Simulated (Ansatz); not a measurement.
ZrO2: pressure series

The parent structure is ZrO₂ (space group P4_2/nmc, No. 137; a = 3.621 Å, c = 5.283 Å).

Cell and atoms are relaxed at each pressure.

Levels (all Ansatz, a quantum-chemistry and plane-wave program, PAW): PBE (420 eV, no spin-orbit coupling); PBEsol (420 eV, without spin-orbit coupling).

The base cell above is that of PBE; each level relaxes its own structures.

```tsv
case	c/a ratio, PBE	c/a ratio, PBEsol
pressure −2 GPa	1.465	1.448
pressure −1 GPa	1.462	1.446
pressure 0.9 GPa	1.457	1.443
pressure 2.1 GPa	1.454	…
pressure 4.5 GPa	1.448	1.437
pressure 9 GPa	1.441	…
pressure 15 GPa	1.433	1.426
pressure 22.5 GPa	1.426	…
pressure 30 GPa	1.421	…
```

Q: What belongs in the blanks?

A: 
- pressure 2.1 GPa, c/a ratio, PBEsol: 1.441
- pressure 9 GPa, c/a ratio, PBEsol: 1.432
- pressure 22.5 GPa, c/a ratio, PBEsol: 1.421
- pressure 30 GPa, c/a ratio, PBEsol: 1.417

PBE lies above PBEsol in every row, by 0.004 to 0.017. They put the cases in the same order.

Load acts through the strain it causes; cell and atoms are relaxed under it. Whether these cells are dynamically stable was not tested. No other phases were tried under pressure. This is not the structure that ZrO2 has at room temperature and ambient pressure.
